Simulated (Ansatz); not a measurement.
End structure of a constructed model of the (110) surface of bcc Ta, a pseudomorphic layer of Rh in the host's stacking (bottom of the slab: a bare face, its two planes held):

```
CELL_PARAMETERS angstrom
      2.87436     0.00000     0.00000
     -0.95812     2.70998     0.00000
      0.00000     0.00000    31.00000
ATOMIC_POSITIONS crystal
  Ta 0.50000 0.50000 0.26585
  Ta 0.00000 0.00000 0.34156
  Ta 0.50000 0.50000 0.41691
  Ta 0.00000 0.00000 0.49277
  Ta 0.50000 0.50000 0.56851
  Ta 0.00000 0.00000 0.64404
  Rh 0.50000 0.50000 0.70720
```

Slab: 7 atoms, 14.5 Å thick at the start; k 14x14x1, smearing 0.1 eV, dipole-corrected; single point; on the structure that PBE left under its start's symmetry; no spin, no spin-orbit, no U. It is one candidate, not shown to be the stable structure of the face.

Question: Give the work function of the top face at the level r2SCAN, at the PBE geometry run with Ansatz (a program for electronic structure).

Answer: 4.33 eV
